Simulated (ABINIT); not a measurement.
Worked example: self-consistent single point of HfC (I4mm, 2 atoms in the cell) in ABINIT.

Method of the run: LDA (PW92), norm-conserving pseudopotentials (PseudoDojo nc-sr-04 LDA standard) (plane waves; ABINIT 10.0.3).

```xyz
2
Lattice="0.0000 2.3316 2.3316 2.3316 0.0000 2.3316 2.3316 2.3316 0.0000" Properties=species:S:1:pos:R:3 pbc="T T T"
Hf     0.0000     0.0000     0.0500
C      2.3316     2.3316     2.3316
```

Reference input (self-consistent single point, DFT, LDA (PW92), plane waves, norm-conserving pseudopotentials (PseudoDojo nc-sr-04 LDA standard)): pseudos = [Hf.upf, C.upf]; ecut = 41 Ha; ixc = 7; occopt = 3; tsmear = 0.00367493 Ha; ngkpt = 6 6 6; nshiftk = 1; shiftk = 0 0 0; potentials = PseudoDojo nc-sr-04 LDA standard; nband = 13; kptopt = 1; nstep = 50. This run's input differs from it in these lines:

```diff
@@ -18,6 +18,6 @@
 occopt 3
-tsmear 0.00367493
+tsmear 0.00073499
 nband 13
 kptopt 1
-ngkpt 6 6 6
+ngkpt 10 10 10
 nshiftk 1
```

Output (repeated stretches shortened):

```
--- !BeginCycle
solver: {iscf: 7, nstep: 50, nline: 4, wfoptalg: 0, }
tolerances: {tolvrs: 1.00E-11, }
...

     iter   Etot(hartree)      deltaE(h)  residm     vres2
 ETOT  1  -62.360795330817    -6.236E+01 1.629E-01 8.987E+02
 ETOT  2  -62.309012721442     5.178E-02 5.708E-02 1.258E+03
 ETOT  3  -62.554980114024    -2.460E-01 6.795E-03 5.096E-01
 ETOT  4  -62.555214846045    -2.347E-04 5.533E-03 8.874E-02
 ETOT  5  -62.555224288584    -9.443E-06 1.681E-03 4.239E-02
   [... 2 lines left out ...]
 ETOT  8  -62.555233711415    -3.406E-10 3.208E-04 2.747E-07
 ETOT  9  -62.555233711461    -4.603E-11 4.305E-05 4.203E-08
 ETOT 10  -62.555233711471    -9.408E-12 8.864E-05 4.178E-10
 ETOT 11  -62.555233711471    -2.558E-13 8.854E-06 3.504E-12
 At SCF step   11       vres2   =  3.50E-12 < tolvrs=  1.00E-11 =>converged.

 Cartesian components of stress tensor (hartree/bohr^3)
  sigma(1 1)=  5.23647575E-04  sigma(3 2)=  0.00000000E+00
  sigma(2 2)=  5.23647575E-04  sigma(3 1)=  0.00000000E+00
  sigma(3 3)=  5.01747824E-04  sigma(2 1)=  0.00000000E+00

 ----iterations are completed or convergence reached----

 reduced coordinates (array xred) for    2 atoms
       0.010721999952      0.010721999952      0.989277995672
       0.499999997812      0.499999997812      0.499999997812
 cartesian forces (eV/Angstrom) at end:
    1      0.00000000000000    -0.00000000000000    -0.32159637424960
    2     -0.00000000000000     0.00000000000000     0.32159637424960
 frms,max,avg= 1.8567375E-01 3.2159637E-01   0.000E+00  0.000E+00  4.369E-08 e/A
   [... lines left out ...]
 Fermi (or HOMO) energy (hartree) =   0.39666   Average Vxc (hartree)=  -0.47661
   [... lines left out ...]
total_energy        : -6.25552337114710E+01
total_energy_eV     : -1.70221447697485E+03
band_energy         : -6.05963006556503E+00
...

-Cartesian components of stress tensor (GPa)         [Pressure= -1.5191E+01 GPa]
- sigma(1 1)=  1.54062410E+01  sigma(3 2)=  0.00000000E+00
- sigma(2 2)=  1.54062410E+01  sigma(3 1)=  0.00000000E+00
- sigma(3 3)=  1.47619281E+01  sigma(2 1)=  0.00000000E+00

 Calculation completed.
```

The run converged in 11 iterations. Against the reference run the free energy drops by 1.4 meV/atom, the pressure hardly changes (-15.13 to -15.19 GPa) and the largest force goes from 0.305 to 0.322 eV/Å.

The starting cell has typed, rounded lattice constants, without a prior relaxation at this level. Its lattice was rescaled by up to half a per cent. One atom was moved a little off its site on purpose. With a pressure of about -15 GPa the cell is away from its equilibrium volume at this level.

Cost on one core of a shared machine: roughly 2 min.
